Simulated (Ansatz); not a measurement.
A periodic model of amorphous Hf18O38Sn:

```xyz
57
Lattice="8.7955 -0.1217 -0.0268 -0.1217 9.1448 -0.0050 -0.0268 -0.0050 9.2011" Properties=species:S:1:pos:R:3 pbc="T T T"
Hf     0.0705     1.5883     7.2104
Hf     5.7022     4.7290     7.9634
Hf     6.2015     6.3483     1.6975
Hf     4.5310     8.4096     4.1451
Hf     8.3240     0.2753     1.6159
Hf     7.9131     4.0530     4.5348
Hf     2.3015     8.4171     6.4865
Hf     5.1280     2.2725     1.6424
Hf     3.0930     8.5455     0.9215
Hf     3.0702     3.1953     6.9975
Hf     7.5592     7.6051     5.1865
Hf     1.4907     7.0204     3.5158
Hf     5.9308     1.7026     5.6367
Hf     2.2919     1.9120     3.4417
Hf     5.5687     8.3945     8.0888
Hf     0.2089     5.3213     7.8714
Hf     4.2487     5.0267     4.4206
Hf     8.1228     3.4798     1.2350
O      5.9170     3.5602     4.4951
O      3.4001     8.1197     8.2183
O      0.2079     8.9106     6.1459
O      6.9769     8.2035     0.6352
O      6.5207     7.1713     6.8419
O      5.0349     2.6796     7.1219
O      7.5293     5.3728     0.0551
O      1.2759     6.8327     7.3314
O      4.7478     0.7570     0.4748
O      1.0125     3.6117     7.0670
O      3.1229     2.8252     1.8759
O      2.4227     5.1713     3.3151
O      8.7120     1.6592     0.0468
O      2.0351     6.8529     1.4679
O      0.4933     2.9583     3.2120
O      4.7856     4.8842     2.1681
O      7.4791     4.8342     2.6225
O      5.8014     6.5793     4.0859
O      6.8806     0.7430     7.3220
O      6.2486     3.3137     0.2863
O      2.1676     1.2674     7.1746
O      0.0769     6.0789     4.7476
O      1.0078     4.4549     0.4803
O      4.5002     7.7697     2.1772
O      7.9353     2.2464     5.5350
O      4.5154     0.0095     6.1324
O      8.4672     7.9347     3.0770
O      4.4735     1.2360     3.4223
O      3.6152     4.1834     8.7424
O      1.6883     0.4615     1.7312
O      3.1419     6.9403     4.9209
O      6.5523    -0.0211     4.5181
O      3.0855     3.1128     4.9212
O      4.2915     5.0069     6.4077
O      2.2320     9.0292     4.2502
O      7.3850     4.6372     6.6481
O      5.1832     6.4157     9.0995
O      7.0800     1.7366     2.1814
Sn     2.8483     4.8402     1.2968
```

Method: PBE, scalar-relativistic without spin-orbit coupling (plane waves to 420 eV, PAW; Ansatz, an electronic-structure program).

A CHGNet melt-quench gave the starting glass, which DFT then relaxed. O atoms were pushed apart under 1.9 Å during the dynamics, to hinder bonds among them. The hot cell started wider than the set density and was brought back towards it in steps. It is the lowest in DFT energy of 2 quenches. It is a model cell: composition and starting density were chosen by hand, and all elements were melted together. No dispersion term was used. Its density started from a set value of 8.84 and ended at 8.84 g/cm³. Cooling (nominally 380 K/ps over its main leg) ran many orders faster than in experiment, which tends to leave more defects and strain. Values belong to this one cell and scatter from quench to quench. The volume was held where the preparation left it and the shape relaxed, at a PBE pressure of -3.6 GPa (tension). Stress components on the final sampling reach 3.7 GPa.

Neighbours within Hf-Hf 3.34 Å, Hf-O 2.88 Å, Hf-Sn 3.20 Å, O-O 1.58 Å, O-Sn 2.46 Å, Sn-Sn 3.06 Å count as bonded. Two cations that share two anions don't count as bonded, nor two that share one unless they lie closer than Hf-Hf 3.25 Å, Hf-Sn 3.11 Å, Sn-Sn 2.97 Å.

Problem. Give the coordination numbers, mean bond lengths and angles.

Solution. 
* **Mean coordination of Hf by anions**: 6.33 (3 with 5, 7 with 6, 7 with 7, 1 with 8)
* **Mean coordination of O**: 3.16 (1 with 2, 30 with 3, 7 with 4)
* **Mean coordination of Sn by anions**: 6.00 (1 with 6)
* **Mean Hf-O bond**: 2.168 Å (spread 0.144 Å, 114 counted)
* **Mean O-Sn bond**: 2.098 Å (spread 0.048 Å, 6 counted)
* **Bond angle at Hf**: mean 102.6°, spread 29.3°
* **Bond angle at O**: mean 114.7°, spread 16.9°
* **Bond angle at Sn**: mean 104.6°, spread 31.8°

Problem. List the pairs of like atoms that count as bonded by the rules above.

Solution. There are none by these rules.
